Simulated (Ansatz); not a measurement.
## GaP, response to strain

The parent structure is GaP in the zinc blende structure (space group F-43m, No. 216; a = 5.439 Å). Axes: x, y, z lie along the cube axes.

Strains are applied to the cell and any free atomic positions relax; under biaxial strain the out-of-plane vector relaxes too.

Calculations: Ansatz (a program for electronic structure), PBEsol, PAW, cutoff 420 eV, scalar-relativistic without spin-orbit coupling.

Notes on the quantities. energy relative to the base: free energy F.

```csv
case,gap character,energy relative to the base,ratio −ε⊥/ε∥
base,–,0 meV/atom,–
"biaxial strain −3.00 %, plane normal [001], relaxed out of plane","indirect, Γ → Γ–X (88 % along)",+17 meV/atom,0.88
"biaxial strain −2.00 %, plane normal [001], relaxed out of plane","indirect, Γ → Γ–X (87 % along)",+7.4 meV/atom,0.88
"biaxial strain −1.50 %, plane normal [001], relaxed out of plane","indirect, Γ → Γ–X (87 % along)",+4.1 meV/atom,0.88
"biaxial strain −1.00 %, plane normal [001], relaxed out of plane","indirect, Γ → Γ–X (87 % along)",+1.8 meV/atom,0.89
"biaxial strain −0.50 %, plane normal [001], relaxed out of plane","indirect, Γ → Γ–X (87 % along)",+0.4 meV/atom,–
"biaxial strain +1.00 %, plane normal [001], relaxed out of plane","indirect, Γ → Γ–M (87 % along)",+1.7 meV/atom,0.90
"biaxial strain +1.50 %, plane normal [001], relaxed out of plane","indirect, Γ → Γ–M (87 % along)",+3.9 meV/atom,0.90
"biaxial strain +2.00 %, plane normal [001], relaxed out of plane","indirect, Γ → Γ–M (87 % along)",+6.8 meV/atom,0.91
"biaxial strain +2.50 %, plane normal [001], relaxed out of plane","indirect, Γ → Γ–M (87 % along)",+10 meV/atom,0.91
```

Stability against distortions was not tested. k-point labels follow each cell's own Brillouin zone.
